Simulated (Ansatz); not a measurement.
Consider BeS in the zinc blende structure (space group F-43m, No. 216; a = 4.869 Å). Axes: x, y, z lie along the cube axes.

The values are results of r2SCAN (Ansatz, an electronic-structure program; PAW; 500 eV plane waves; no spin-orbit coupling), not measurements.

One thing is altered: the cell is scaled by 1.0300 in all directions, atoms relaxed at fixed cell.

Question: Predict the stress tensor and what it implies for the stiffness.

Answer: Stress of the strained cell less that of the base (GPa, compression positive):
```
  -7.31    0.00    0.00
   0.00   -7.31    0.00
   0.00    0.00   -7.31
```

Then B = −ΔP/(ΔV/V₀) with ΔV/V₀ = 0.0927 gives secant stiffness values (nonlinear terms included at this strain): B ≈ 79 GPa.

As a check, the harmonic strain energy −½ V₀ Δσ:ε is 30 meV/atom; the computed energy rise is 33 meV/atom.

Whether these cells are dynamically stable was not tested.
